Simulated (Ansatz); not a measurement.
## Re in the hcp (Mg type) structure (space group P6_3/mmc, No. 194)

```yaml
crystal:
  lattice:
    - [2.75083, 0.00000, 0.00000]
    - [-1.37541, 2.38229, 0.00000]
    - [0.00000, 0.00000, 4.44144]
  atoms:
    - { symbol: Re, position: [0.33333, 0.66667, 0.75000] }
    - { symbol: Re, position: [0.66667, 0.33333, 0.25000] }
```

Computed with Ansatz (a quantum-chemistry and plane-wave program) PBEsol, no SOC. k-mesh 19×19×11 (Γ-centred); smearing 0.05 eV (Fermi–Dirac).

```yaml
volume_per_atom: 14.55 Å³
density: 21.25 g/cm³
band_gap: zero
total_energy: -10737.248 eV/atom (σ→0; compares only within this code and set-up)
```

Stability against distortions was not tested. The final runs are not spin-polarised.
